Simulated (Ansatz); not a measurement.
# The (100) surface of rock-salt TaC, Mg on all Ta sites of the second plane (bottom of the slab: a bare face, its two planes held)

Calculation: PBE (plane waves to 420 eV, PAW; Ansatz, a quantum-chemistry and plane-wave program).

Set-up: 12 atoms, 10.8 Å thick at the start; mesh 12x12x1; 0.1 eV smearing; dipole correction on; 4 atoms held, the rest relaxed; start symmetry kept, larger cells not searched; no spin, no spin-orbit, no U. In PBE it is, or lies within 0.01 eV a 1x1 cell of, the lowest of the 2 structures of its composition computed so far; larger cells were not tried.

| Property | Value |
|---|---|
| work function of the top face | 4.49 eV |
| energy released by relaxation | 0.70 eV |
| cost | very roughly 7 core-minutes |
